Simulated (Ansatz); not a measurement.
The parent structure is Cs$_{2}$AgBiBr$_{6}$ (space group Fm-3m, No. 225; a = 11.187 Å). Axes: x, y, z lie along the cube axes.

Level of theory: PBEsol/PAW in Ansatz (a quantum-chemistry and plane-wave program), scalar-relativistic without spin-orbit coupling.

Perturbation: biaxial strain −1.25 %, plane normal [111], relaxed out of plane (Cartesian); in-plane vectors clamped, the third vector and the atoms free.

Problem. Predict the new valley order.

Solution. The valley order (the lowest conduction-band minima on the path, energy above the VBM, named in the base's zone) is L along [1-1-1] 1.07 eV; L along [111] 1.12 eV; a point along [1-10], about 0.3 Å⁻¹ from Γ 1.85 eV; a point along [10-1], about 0.6 Å⁻¹ from Γ 2.14 eV.

Problem. Estimate the effect on the out-of-plane strain.

Solution. The out-of-plane strain comes out as +1.53 %.

Problem. What does the calculation give for the in-plane stress after the change?

Solution. The mean in-plane stress (compression positive) is +0.4 GPa.

Problem. Predict the new energy relative to the base.

Solution. The energy grows by 1.1 meV/atom.

With Bi present, leaving out spin-orbit coupling can change the band edges. The levels and masses belong to the bands next to the band gap. No phonon test of stability was made.
